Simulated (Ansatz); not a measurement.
Consider the following.

End structure of a constructed model of the (110) surface of bcc Mo (in the relaxation 2 Bi–Mo bonds broke), p(2x2) surface alloy, Bi on one Mo site of the top plane (bottom of the slab: a bare face, its two planes held):

```xyz
24
Lattice="5.4747 0.0000 0.0000 -1.8249 5.1616 0.0000 0.0000 0.0000 27.5000" Properties=species:S:1:pos:R:3 pbc="T T T"
Mo     0.9124     1.2904     8.1669
Mo     0.0000     3.8712     8.1669
Mo     3.6498     1.2904     8.1669
Mo     2.7373     3.8712     8.1669
Mo     1.8249     2.5808    10.4019
Mo     2.7373     0.0000    10.4019
Mo    -0.9124     2.5808    10.4019
Mo     0.0000     0.0000    10.4019
Mo     2.7357     3.8688    12.6310
Mo     3.6600     1.2832    12.6473
Mo    -0.0102     3.8784    12.6473
Mo     0.9141     1.2928    12.6310
Mo     0.0000     0.0000    14.9072
Mo    -0.9124     2.5808    14.8683
Mo     2.7373     0.0000    14.8683
Mo     1.8249     2.5808    14.8589
Mo     0.9087     1.2851    17.1155
Mo     0.0384     3.8440    17.1121
Mo     3.6114     1.3176    17.1121
Mo     2.7411     3.8765    17.1155
Bi     1.8249     2.5808    20.2528
Mo     2.7373     0.0000    19.2074
Mo    -0.9124     2.5808    19.2074
Mo     0.0000     0.0000    19.2143
```

Model: 24-atom slab, 11.2 Å thick at the start, 7x7x1 mesh, Fermi-Dirac 0.1 eV, dipole correction, 8 atoms held, the rest relaxed; held to the start's symmetry, so lower structures may exist; no spin, no spin-orbit, no U. It is one candidate, not shown to be the stable structure of the face.

Estimate the work function of the top face that PBE (Ansatz, an electronic-structure program) returns for this input.

4.05 eV
